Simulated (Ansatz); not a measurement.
For SnSe (model structure, started from the PtS type, P4₂/mmc, No. 131, 4 atoms in the cell), PBE (Ansatz, a quantum-chemistry and plane-wave program, PAW) gives:

| Property | Value |
|---|---|
| lattice parameter a | 3.940 Å |
| lattice parameter c | 8.214 Å |
| formation enthalpy | -0.138 eV/atom |

Question: What does PBE-D3(BJ) in Ansatz (PAW) give for the same quantities?

Answer: 
- lattice constant a: 3.782 Å (falls by 4.0 %)
- lattice parameter c: 8.257 Å (grows by 0.5 %)
- formation enthalpy: -0.095 eV/atom (moves by +0.043 eV/atom)

Changes are worked out from the printed values.

Unless a cell is named, each level is at its own relaxed cell (PBE 31.87, PBE-D3(BJ) 29.52 Å³/atom).

Levels without +SOC leave out spin–orbit coupling, which shifts energies and cells of such heavy elements.

Ansatz's density-functional and Hartree–Fock values are scalar-relativistic unless marked +SOC, with PAW data made under PBE.

A model structure was made by putting elements into a prototype or built by hand; it is no filed structure, need not be a known phase, and can be a saddle point held by its symmetry.
